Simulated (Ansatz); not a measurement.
Worked example: zone-centre phonon calculation of LaCu2 (P6/mmm, 3 atoms in the cell) in Ansatz (a quantum-chemistry and plane-wave program).

Method: LDA (PW92), default PAW files made with PBE (plane waves; Ansatz).

```yaml
crystal:
  lattice:
    - [4.31319, 0.00000, 0.00000]
    - [-2.15659, 3.73533, 0.00000]
    - [0.00000, 0.00000, 3.86251]
  atoms:
    - { symbol: La, position: [0.00000, 0.00000, 0.00000] }
    - { symbol: Cu, position: [0.33333, 0.66667, 0.50000] }
    - { symbol: Cu, position: [0.66667, 0.33333, 0.50000] }
```

Reference input (self-consistent single point, DFT, LDA (PW92), plane waves, default PAW files made with PBE): basis.ecutwfc = 30.9 Ry; kpoints.mp_grid.grid = 9 9 9; hamiltonian.xc = lda; hamiltonian.pseudopotentials = {kind: paw} (the program's default PAW files); scf.occupations.method = fermi_dirac; scf.occupations.width = 0.0073 Ry. This run's input differs from it in these lines:

```diff
@@ -19,6 +19,4 @@
   occupations: { method: fermi_dirac, width: 0.0073 Ry }
-output:
-  forces: true
-  eigenvalues: true
-  stress: true
+phonons:
+  method: dfpt
```

Output (repeated stretches shortened):

```
SCF iter   1: F=—  HF=-19188.000020 eV  |F-HF|=—  |Δ(HF+E_count)|=         —  Δρ=1.57e-2  dr2=7.53e-2  ethr=1.77e-3  ⟨swp⟩=4.8  Hψ=12536  notcnv=0
all-band conjugate gradients solve this SCF's bands
preconditioner: auto → Kerker (q_TF=auto, 2.622 Å⁻¹)
SCF iter   2: F=—  HF=-19187.987024 eV  |F-HF|=—  |Δ(HF+E_count)|=   1.30e-2  Δρ=2.93e-3  dr2=5.26e-3  ethr=1.54e-4  ⟨swp⟩=2.0  Hψ=7077  notcnv=0
   [... lines left out ...]
SCF iter  10: F=—  HF=-19187.984573 eV  |F-HF|=—  |Δ(HF+E_count)|=  3.27e-11  Δρ=1.38e-7  dr2=1.53e-11  ethr=1.00e-12  ⟨swp⟩=2.1  Hψ=6014  notcnv=0
SCF iter  11: F=-19187.984573 eV  HF=-19187.984573 eV  |F-HF|=0.00e0  |Δ(HF+E_count)|=  7.28e-12  Δρ=3.33e-8  dr2=5.86e-13  ethr=1.00e-12  ⟨swp⟩=5.8  Hψ=17099  notcnv=0
the search or the solves at the SCF's close seem to have found levels that the self-consistency loop had missed (the run counts 2) …
SCF 1 converged in 11 iterations: F = -19187.984573 eV  dr2 = 5.86e-13
DFPT response loops at Γ: preconditioner auto → Kerker (q_TF=auto, 2.622 Å⁻¹) (partly filled bands, converged f_vac=0.000) …
Free energy (F): -19187.984573 eV
Internal energy: -19187.920148 eV  (E = F + TS)
E sigma→0 (E₀):  -19187.952361 eV
Entropy (-TS):   -0.064425 eV (-21.475 meV/atom)
Fermi energy:    12.591350 eV
--- Phonons (Γ-DFPT): 4 representative perturbations + reference, on 125 of 729 k-points (Σ response iterations 16) ---
  k mesh reduced under 4 symmetry operations, with k and −k counted as one. Each operation leaves every solved displacement unchanged or reverses it
  ASR residual: 2.336e-4 → 0.000e0 eV/Å²; symmetrization residual: 6.349e-5 eV/Å²
  ASR residual per site (eV/Å²): 1.92e-4 2.34e-4 2.34e-4
  Γ frequencies (cm⁻¹): 0.00 0.00 0.00 109.92 109.92 113.60 116.34 167.03 167.03
  non-analytic LO–TO correction: not included (Born effective charges unavailable; polar crystals: no LO–TO splitting at Γ)
```

The run converged in 11 iterations. 

Summary of the result:
| Property | Value |
|---|---|
| Free energy E − TS (on the zero of these files) | -19187.9846 eV |
| Fermi level (on the code's own zero) | 12.59 eV |
| Zone-centre frequencies (cm⁻¹; negative means imaginary) | 0, 0, 0, 110, 110, 114, 116, 167, 167 |

The starting cell comes from a database of computed structures (which also holds hypothetical and non-ambient phases and stackings), without a prior relaxation at this level. Its lattice was rescaled by up to half a per cent. Spin polarisation is off.

Cost on one core of a shared machine: roughly 3 min.

Keys are those of Ansatz 0.2.
